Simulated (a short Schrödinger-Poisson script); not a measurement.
Structure: MOS inversion layer, SiO2 on p-type Si(110), at 300 K.

From the gate side: 1.5 nm SiO2; 750 nm Si, acceptors 3.3e17 cm⁻³.

Constants are typed, rounded textbook-type inputs, not results; the design itself was drawn at random and stands for no fabricated device. SiO2: permittivity 3.9, conduction-band edge (eV) 3.15, gap (eV) 9, electron mass (mₑ) 0.5. Si: permittivity 11.7, conduction-band edge (eV) 0, gap (eV) 1.124, Nv at 300 K (cm⁻³) 3.1e19.

Channel valleys (confinement mass, in-plane density-of-states mass, number): Δ4 0.315, 0.324, 4; Δ2 0.19, 0.417, 2. At the gate the conduction-band edge of layer 1 lies 3.45 eV − eVg above the Fermi level of the channel; the field vanishes at the back. Gaps are held at their typed values at every temperature. Mesh 0.03 nm at interfaces.

From a short Schrödinger-Poisson script (our own, NumPy): 1D Poisson equation in equilibrium, electrons quantum, Hartree (BenDaniel-Duke, 12 states a valley, the channel's in-plane mass for all, wave functions ending at the dielectric), parabolic valleys, classical holes, full ionisation, no traps, pinning or gate leakage.

```
Vg (V)  electrons (cm⁻²)  C (μF/cm²)  Δ4 E0 (meV from the Fermi level)  Δ2 E0 (meV from the Fermi level)
------  ----------------  ----------  --------------------------------  --------------------------------
0.3               1.72e9       0.175                             240.8                             260.3
0.35              9.28e9       0.207                             197.1                             216.9
0.4              4.57e10       0.356                             155.7                             176.0
0.45             1.68e11       0.689                             121.7                             142.5
0.5              4.13e11        1.01                              98.1                             119.7
0.55             7.50e11        1.22                              82.2                             104.7
0.6              1.14e12        1.34                              70.8                              94.3
0.65             1.57e12        1.42                              62.1                              86.6
0.7              2.02e12        1.48                              55.0                              80.5
0.75             2.49e12        1.53                              49.1                              75.6
0.8              2.97e12        1.56                              43.9                              71.5
0.85             3.46e12        1.59                              39.4                              67.9
0.9              3.96e12        1.62                              35.4                              64.9
0.95             4.47e12        1.64                              31.7                              62.2
1                4.98e12        1.66                              28.3                              59.7
1.05             5.50e12        1.67                              25.2                              57.6
1.1              6.03e12        1.69                              22.2                              55.6
1.15             6.55e12        1.70                              19.5                              53.8
```

Gate voltages with under 1e9 electrons/cm² are left out.

Problem. At Vg = 1.15 V the lowest Δ4 subband lies at 19.5 meV from the Fermi level. How many electrons does it hold, and what share of all?

Solution. The two-dimensional density of states is g m/(πħ²) = 5.41e11 cm⁻² meV⁻¹ (both spins), kT = 25.9 meV, so n = D kT ln(1 + exp(−E/kT)) = 5.39e12 cm⁻², 0.82 of the 6.55e12 cm⁻² in all.

Problem. Compare the slope of the sheet density between 1.05 and 1.15 V with the geometric capacitance of the layers between gate and channel.

Solution. q Δn/ΔV = 1.68 μF/cm²; ε0/Σ(t/ε) = 2.30 μF/cm². The ratio is 0.73: the channel acts as a further capacitance in series.
